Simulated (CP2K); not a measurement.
## Worked example: self-consistent single point of Y2MgSe4 (Fd-3m, 14 atoms in the cell) in CP2K

Computed with LDA (Pade form), GPW, TZVP-MOLOPT-SR-GTH basis, GTH-PADE potentials (GTH_POTENTIALS) run with CP2K 2026.2.

Input:

```
&GLOBAL
  PROJECT scf
  RUN_TYPE ENERGY_FORCE
  PRINT_LEVEL MEDIUM
&END GLOBAL
&FORCE_EVAL
  METHOD Quickstep
  STRESS_TENSOR ANALYTICAL
  &DFT
    BASIS_SET_FILE_NAME BASIS_MOLOPT_UCL
    POTENTIAL_FILE_NAME GTH_POTENTIALS
    &QS
      METHOD GPW
      EPS_DEFAULT 1E-10
    &END QS
    &MGRID
      CUTOFF 500
      REL_CUTOFF 50
      NGRIDS 5
    &END MGRID
    &SCF
      SCF_GUESS ATOMIC
      EPS_SCF 1E-6
      MAX_SCF 100
      ADDED_MOS 16
      &DIAGONALIZATION
        ALGORITHM STANDARD
      &END DIAGONALIZATION
      &MIXING
        METHOD BROYDEN_MIXING
        ALPHA 0.2
        NBUFFER 10
      &END MIXING
      &SMEAR ON
        METHOD FERMI_DIRAC
        ELECTRONIC_TEMPERATURE [K] 232.09
      &END SMEAR
    &END SCF
    &KPOINTS
      SCHEME MONKHORST-PACK 2 2 2
      GAMMA_CENTERED T
    &END KPOINTS
    &XC
      &XC_FUNCTIONAL PADE
      &END XC_FUNCTIONAL
    &END XC
    &PRINT
      &MO
        EIGENVALUES T
        OCCUPATION_NUMBERS T
        NDIGITS 8
        FILENAME mo
        &EACH
          QS_SCF 0
        &END EACH
        ADD_LAST NUMERIC
      &END MO
      &MULLIKEN ON
      &END MULLIKEN
    &END PRINT
  &END DFT
  &SUBSYS
    &CELL
      ABC 8.22756900 8.22756945 8.22756940
      ALPHA_BETA_GAMMA 59.99999601 59.99999760 59.99999780
      PERIODIC XYZ
    &END CELL
    &COORD
      Y        8.22756938     2.37509487     4.19861375
      Y       10.28446188     5.93773687     4.19861375
      Y        6.17067738     5.93773687     4.19861375
      Y        8.22756938     4.75018937     0.83972275
      Mg       4.11378475     2.37509475     1.67944550
      Mg       0.00000000     0.00000000     0.00000000
      Se      12.34135413     7.12528413     2.60945524
      Se       8.22756962     7.04016073     2.54926391
      Se      14.32452760     8.27026993     5.84796359
      Se      10.21074261     3.60520382     2.54926391
      Se      12.34135413     4.83531302     5.84796359
      Se       8.22756962     4.75018962     5.78777226
      Se      10.35818114     8.27026993     5.84796359
      Se       6.24439615     3.60520382     2.54926391
    &END COORD
    &KIND Y
      BASIS_SET TZVP-MOLOPT-SR-GTH-q11
      POTENTIAL GTH-PADE-q11
    &END KIND
    &KIND Mg
      BASIS_SET TZVP-MOLOPT-SR-GTH-q2
      POTENTIAL GTH-PADE-q2
    &END KIND
    &KIND Se
      BASIS_SET TZVP-MOLOPT-SR-GTH-q6
      POTENTIAL GTH-PADE-q6
    &END KIND
  &END SUBSYS
  &PRINT
    &FORCES ON
    &END FORCES
    &STRESS_TENSOR ON
    &END STRESS_TENSOR
  &END PRINT
&END FORCE_EVAL
```

The program printed (abridged):

```
 GLOBAL| Method name                                                        CP2K
 GLOBAL| Project name                                                        scf
 GLOBAL| Run type                                                   ENERGY_FORCE

 CELL| Volume [angstrom^3]:                                           393.821678
 CELL| Vector a [angstrom]:       8.228     0.000     0.000   |a| =     8.227569
 CELL| Vector b [angstrom]:       4.114     7.125     0.000   |b| =     8.227569
 CELL| Vector c [angstrom]:       4.114     2.375     6.718   |c| =     8.227569
 CELL| Angle (b,c), alpha [degree]:                                    59.999996
 CELL| Angle (a,c), beta  [degree]:                                    59.999998
 CELL| Angle (a,b), gamma [degree]:                                    59.999998
 CELL| Numerically orthorhombic:                                              NO
 CELL| Periodicity                                                           XYZ

 DFT| Spin restricted Kohn-Sham (RKS) calculation                            RKS
 DFT| Multiplicity                                                             1
 DFT| Number of spin states                                                    1
 DFT| Charge                                                                   0
 DFT| XC density smoothing                                                  NONE
 DFT| XC derivatives                                                          PW

 QS| Method:                                                                 GPW
 QS| Density plane wave grid type                        NON-SPHERICAL FULLSPACE
 QS| Number of grid levels:                                                    5
 QS| Density cutoff [a.u.]:                                                250.0
 QS| Multi grid cutoff [a.u.]: 1) grid level                               250.0
   [... lines left out ...]
 BRILLOUIN|     3           0.12500        0.00000        0.50000        0.00000
 BRILLOUIN|     4           0.12500        0.00000        0.50000        0.50000
 BRILLOUIN|     5           0.12500        0.50000        0.00000        0.00000
 BRILLOUIN|     6           0.12500        0.50000        0.00000        0.50000
 BRILLOUIN|     7           0.12500        0.50000        0.50000        0.00000
 BRILLOUIN|     8           0.12500        0.50000        0.50000        0.50000
 *******************************************************************************

 Extrapolation method: initial_guess

 Re-scaling the density matrix to get the right number of electrons
                  # Electrons              Trace(P)               Scaling factor
                           96                96.000                        1.000

 Number of electrons:                                                         96
 Number of occupied orbitals:                                                 48
 Number of molecular orbitals:                                                64

 Number of orbital functions:                                                288
 Number of independent orbital functions:                                    288
 SCF WAVEFUNCTION OPTIMIZATION

  Step     Update method      Time    Convergence         Total energy    Change
     1 NoMix/Diag. 0.20E+00      -     2.74752372      -232.6052313793 -2.33E+02
     2 Broy./Diag. 0.20E+00      -     0.04598851      -231.7394406931  8.66E-01
     3 Broy./Diag. 0.20E+00      -     0.09567895      -231.9065386122 -1.67E-01
     4 Broy./Diag. 0.20E+00      -     0.01730473      -232.1833830005 -2.77E-01
     5 Broy./Diag. 0.20E+00      -     0.00842084      -232.1280397461  5.53E-02
     6 Broy./Diag. 0.20E+00      -     0.00251203      -232.0620780358  6.60E-02
     7 Broy./Diag. 0.20E+00      -     0.00024675      -232.0249208012  3.72E-02
     8 Broy./Diag. 0.20E+00      -     0.00032849      -232.0186697237  6.25E-03
     9 Broy./Diag. 0.20E+00      -     0.00002910      -232.0163543590  2.32E-03
    10 Broy./Diag. 0.20E+00      -     0.00004496      -232.0178600234 -1.51E-03
    11 Broy./Diag. 0.20E+00      -     0.00000258      -232.0185222728 -6.62E-04
    12 Broy./Diag. 0.20E+00      -     0.00000353      -232.0182846906  2.38E-04
    13 Broy./Diag. 0.20E+00      -     0.00000016      -232.0181958879  8.88E-05
  *** SCF run converged in    13 steps ***

  Electronic density on regular grids:        -95.9999999999        0.0000000001
  Core density on regular grids:               95.9999999832       -0.0000000168
  Total charge density on r-space grids:       -0.0000000167
  Total charge density g-space grids:          -0.0000000167

  Overlap energy of the core charge distribution:               0.00000004964600
  Self energy of the core charge distribution:               -450.20261978172704
  Core Hamiltonian energy:                                     98.79954301052572
  Hartree energy:                                             156.84397001891946
  Exchange-correlation energy:                                -37.45908918531135
  Electronic entropic energy:                                  -0.00000000000013
  Fermi energy:                                                 0.14463588974427

  Total energy:                                              -232.01819588794731
  Total energy (extrapolated to T->0):                       -232.01819588794726

                     Mulliken Population Analysis

 #  Atom  Element  Kind  Atomic population                           Net charge
       1     Y        1         10.163251                              0.836749
       2     Y        1         10.163249                              0.836751
       3     Y        1         10.163249                              0.836751
       4     Y        1         10.163253                              0.836747
       5     Mg       2          1.018517                              0.981483
       6     Mg       2          1.018516                              0.981484
       7     Se       3          6.663748                             -0.663748
       8     Se       3          6.663746                             -0.663746
       9     Se       3          6.663744                             -0.663744
      10     Se       3          6.663745                             -0.663745
      11     Se       3          6.663746                             -0.663746
      12     Se       3          6.663747                             -0.663747
   [... lines left out ...]
 FORCES|      5  1.03607615E-08  2.54853917E-09 -7.91348812E-10   1.06989095E-08
 FORCES|      6 -3.78038976E-09  1.22493778E-09 -5.81314294E-10   4.01618546E-09
 FORCES|      7 -8.76850099E-09 -7.64626715E-08  7.69157560E-03   7.69157560E-03
 FORCES|      8 -1.13649060E-08 -7.25163949E-03  2.56393326E-03   7.69155569E-03
 FORCES|      9 -6.28019373E-03 -3.62587567E-03 -2.56386395E-03   7.69163221E-03
 FORCES|     10 -6.28019760E-03  3.62586343E-03  2.56389944E-03   7.69164142E-03
 FORCES|     11 -1.58489495E-08  7.25165049E-03 -2.56391510E-03   7.69156002E-03
 FORCES|     12 -1.53193853E-08  5.17229410E-08 -7.69157554E-03   7.69157554E-03
 FORCES|     13  6.28018651E-03 -3.62589536E-03 -2.56387284E-03   7.69163856E-03
 FORCES|     14  6.28018608E-03  3.62587280E-03  2.56389751E-03   7.69163580E-03
 FORCES| Sum    -9.51723769E-12  7.72833577E-12 -5.05908163E-12
 FORCES| Total atomic force                                       1.32627031E-11

 STRESS| Analytical stress tensor [bar]
 STRESS|                        x                   y                   z
 STRESS|      x       -2.59574195378E+04  -1.47659340863E-02  -1.41390938651E-02
 STRESS|      y       -1.47659340863E-02  -2.59571417052E+04  -1.12032237426E-01
 STRESS|      z       -1.41390938651E-02  -1.12032237426E-01  -2.59570348225E+04
 STRESS| 1/3 Trace                                            -2.59571986885E+04
```

The run converged in 13 iterations.

The starting cell comes from a database of computed structures (which also holds hypothetical and non-ambient phases and stackings), without a prior relaxation at this level. Values carry the incompleteness of an atom-centred basis.

Cost on one core of a shared machine: roughly 2 min.
